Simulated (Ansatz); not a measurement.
The starting structures come from a database of crystals and need not be the phases stable at ambient conditions.

By PBEsol, the system below comes out a metal.

```
BeRh
1.0
    2.76789     0.00000     0.00000
    0.00000     2.76789     0.00000
    0.00000     0.00000     2.76789
Be Rh
1 1
Cartesian
  0.00000   0.00000   0.00000
  1.38394   1.38394   1.38394
```

The cell is taken as given; by PBEsol it stands under a pressure of -3.6 GPa.

The current flows along the normal of the first two printed cell vectors, the (001) plane of the conventional cell. No spin-orbit coupling; the value is a mean over 0.1 eV about the Fermi level.

Q: Estimate the ballistic conductance per area that PBEsol (Ansatz, a quantum-chemistry and plane-wave program) returns for this system.

A: 1.4 × 10¹⁵ S/m² for both spins.
